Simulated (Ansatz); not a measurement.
**Ru under a change: uniaxial strain ε_xx = −2.50 %**

The parent structure is Ru in the hcp (Mg type) structure (space group P6_3/mmc, No. 194; a = 2.691 Å, c = 4.249 Å; relaxed with 0.1 eV smearing). Axes: x lies along a and z along c of the hexagonal cell.

It is then changed as follows: the cell is compressed by 2.50 % along x with no lateral relaxation; the atoms relax in the strained cell.

Computed with PBEsol/PAW in Ansatz (a quantum-chemistry and plane-wave program), without spin-orbit coupling. Γ-centred 25×25×14 mesh, Fermi–Dirac width 0.1 eV.

| quantity | base | changed | shift |
|---|---|---|---|
| space group | P6_3/mmc (No. 194) | Cmcm (No. 63) | – |
| shortest interatomic distance | 2.632 Å | 2.618 Å | -0.014 Å |
| energy relative to the base (free energy F) | 0 meV/atom | +18 meV/atom | +18 meV/atom |
| pressure (mean of the normal stresses, compression positive) | 0.0 GPa | 9.3 GPa | +9.3 GPa |
| band gap | zero | zero | – |
| stress (xx, yy, zz, yz, xz, xy; compression positive) | – | (17.6, 5.4, 5.0, 0.0, 0.0, 0.0) GPa | – |

Final structure:

```yaml
crystal:
  lattice:
    - [2.62411, 0.00000, 0.00000]
    - [-1.31205, 2.33081, 0.00000]
    - [0.00000, 0.00000, 4.24891]
  atoms:
    - { symbol: Ru, position: [0.66553, 0.33106, 0.75000] }
    - { symbol: Ru, position: [0.33447, 0.66894, 0.25000] }
```

Cost of the whole job for the changed cell (relaxation, final SCF and bands): around 2.4 core-minutes (rough).

Whether these cells are dynamically stable was not tested. The final runs are not spin-polarised.
